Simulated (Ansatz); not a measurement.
Band structure of Re3Tc (P6_3/mmc, 8 atoms in the cell).

```
Re3Tc
1.0
    5.47758     0.00000     0.00000
   -2.73879     4.74372     0.00000
    0.00000     0.00000     4.42934
Tc Re
2 6
Direct
  0.33333   0.66667   0.75000
  0.66667   0.33333   0.25000
  0.16651   0.33303   0.25000
  0.83349   0.66697   0.75000
  0.83349   0.16651   0.75000
  0.16651   0.83349   0.25000
  0.66697   0.83349   0.25000
  0.33303   0.16651   0.75000
```

Computed with PBEsol, PAW files (plane waves; Ansatz, a first-principles code).

Settings: kpoints.mp_grid.grid = 4 4 5; hamiltonian.xc = pbesol; hamiltonian.pseudopotentials = {kind: paw} (the program's default PAW files); scf.occupations.method = gaussian; scf.occupations.width = 0.2 eV; kpoints.band_path.npoints = 8.

The starting cell comes from a database of computed structures (which also holds hypothetical and non-ambient phases and stackings), without a prior relaxation at this level. Its lattice was rescaled by a random factor within 2.5 % of one. Spin-orbit coupling is off. Spin polarisation is off.

Levels in eV from the Fermi level, bands 57 to 64:
```csv
point,57,58,59,60,61,62,63,64
Γ,-0.78,-0.67,-0.53,-0.53,0.15,0.15,0.90,3.26
M,-0.78,-0.76,-0.60,-0.60,0.46,0.49,0.63,0.65
K,-0.47,-0.31,-0.31,-0.04,0.26,0.26,0.29,1.44
A,0.48,0.48,1.06,1.06,1.17,1.17,1.17,1.17
L,-0.34,-0.34,-0.28,-0.28,-0.18,-0.18,-0.17,-0.17
H,-0.15,-0.15,-0.12,-0.12,-0.08,-0.08,0.06,0.06
```

Bands cross the Fermi level along this path, so the cell is metallic at this level.

Keys are those of Ansatz 0.2.
